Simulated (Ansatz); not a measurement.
Calculation: PBE (plane waves to 420 eV, PAW; Ansatz, a program for electronic structure).

Host crystal: monoclinic HfO2, with a band gap (PBE, scalar-relativistic without spin-orbit coupling).

Plane-averaged electrostatic potential energy along the normal, in eV from the highest filled level, for NH2 on the 1x1 (100) surface of monoclinic HfO2 (cut with top plane 2 O), one in a 1x1 cell, started at the site 'hollow O-O-O':

```tsv
z (Å)	V (eV)
5.34	7.19
5.64	7.19
5.94	7.19
6.23	7.19
6.53	7.18
6.83	7.18
7.13	7.18
7.42	7.17
7.72	7.16
8.02	7.11
8.31	6.99
8.61	6.64
8.91	5.61
9.20	2.41
9.50	-0.81
9.80	-3.04
10.09	-4.59
10.39	-5.46
10.69	-6.29
10.98	-7.58
11.28	-6.89
11.58	-5.74
11.88	-5.74
12.17	-6.90
12.47	-7.77
12.77	-6.62
13.06	-5.79
13.36	-4.72
13.66	-3.19
13.95	-1.81
14.25	-1.80
14.55	-1.82
14.84	-3.19
15.14	-4.71
15.44	-5.76
15.73	-6.46
16.03	-7.44
16.33	-6.72
16.63	-5.89
16.92	-5.90
17.22	-6.48
17.52	-7.17
17.81	-6.26
18.11	-5.61
18.41	-4.27
18.70	-3.15
19.00	-1.75
19.30	-0.37
19.59	0.97
19.89	2.60
20.19	4.44
20.48	5.02
20.78	4.91
21.08	5.39
21.38	5.55
21.67	5.60
21.97	5.62
22.27	5.63
22.56	5.63
22.86	5.63
23.16	5.63
23.45	5.63
23.75	5.63
24.05	5.63
24.34	5.63
24.64	5.63
24.94	5.63
```

Set-up: 27 atoms, 9.3 Å thick at the start under the adsorbate (thin: gaps and levels are the slab's own); mesh 4x4x1; 0.01 eV smearing; dipole correction on; 12 atoms held, the rest relaxed; no symmetry held; spin-polarised, ending with about 1.0 μB a cell; orders that need a larger cell were not tried, no spin-orbit, no U, no dispersion correction. At the end it is bonded to Hf. In PBE it is, or lies within 0.03 eV of, the lowest of the starts that converged.

Problem. The surface cell has an area of 27.90 Å². What dipole along the normal does the step between the two vacuum levels imply?

Solution. the top vacuum level lies 1.55 eV below the bottom one; p = −ε₀ A ΔV (ε₀ = 0.005526 e/(V·Å)) gives 0.24 e·Å a cell.
